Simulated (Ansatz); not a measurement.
# BN under a change: N → Bi

The parent structure is BN in the zinc blende structure (space group F-43m, No. 216; a = 3.625 Å).

Now apply this change: Bi takes the place of N on all its sites; the structure is relaxed again.

Level of theory: PBE (Ansatz, an electronic-structure program; PAW; 420 eV plane waves; without spin-orbit coupling). k-mesh 10×10×10 (Γ-centred); smearing 0.05 eV (Fermi–Dirac), for the changed cell.

```yaml
volume_per_atom: 21.05 Å³ (base 5.95 Å³)
density: 8.67 g/cm³ (base 3.46 g/cm³)
lattice_parameter_a: 5.523 Å (base 3.625 Å)
space_group: F-43m (No. 216) (base F-43m (No. 216))
shortest_interatomic_distance: 2.391 Å (base 1.570 Å)
band_gap: 0.15 eV (base 4.46 eV)
gap_character: direct at Γ (base indirect, Γ → X)
width_of_the_top_valence_band: 4.05 eV (base 6.45 eV)
```

Cost of the whole job for the changed cell (relaxation, final SCF and bands): roughly 40 core-seconds.

Spin-orbit coupling, missing from the scalar runs, can matter with Bi. Stability against distortions was not tested. As relaxed here, BiB is a hypothetical phase, not in the database extracts checked. A zero or small gap of BiB can be the functional's error rather than a property of the material.
